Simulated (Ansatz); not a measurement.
Consider AlN in the wurtzite structure (space group P6_3mc, No. 186; a = 3.089 Å, c = 4.943 Å). Axes: x lies along a and z along c of the hexagonal cell.

All numbers come from LDA in Ansatz (plane waves to 420 eV, PAW, spin-orbit coupling left out).

Strains are applied to the cell and any free atomic positions relax.

One change was made to it. Results:

```csv
quantity,base,after
band gap,4.42 eV,4.26 eV
energy relative to the base (free energy F),0 meV/atom,+11 meV/atom
"valence-band top at Γ (three highest levels, from the VBM)","0.00, -0.23, -0.23 eV","0.00, 0.00, -0.03 eV"
```

Task: Which of these changes matches the shifts?
A. uniaxial strain ε_zz = +1.20 %
B. uniaxial strain ε_zz = +0.60 %
C. uniaxial strain ε_zz = +1.80 %
D. uniaxial strain ε_zz = +3.00 %

Result: D, uniaxial strain ε_zz = +3.00 %. For comparison, the band gap in the other runs: uniaxial strain ε_zz = +1.80 % gives 4.35 eV; uniaxial strain ε_zz = +1.20 % gives 4.37 eV; uniaxial strain ε_zz = +0.60 % gives 4.40 eV.

No phonon test of stability was made.

Ansatz is a program for electronic structure.
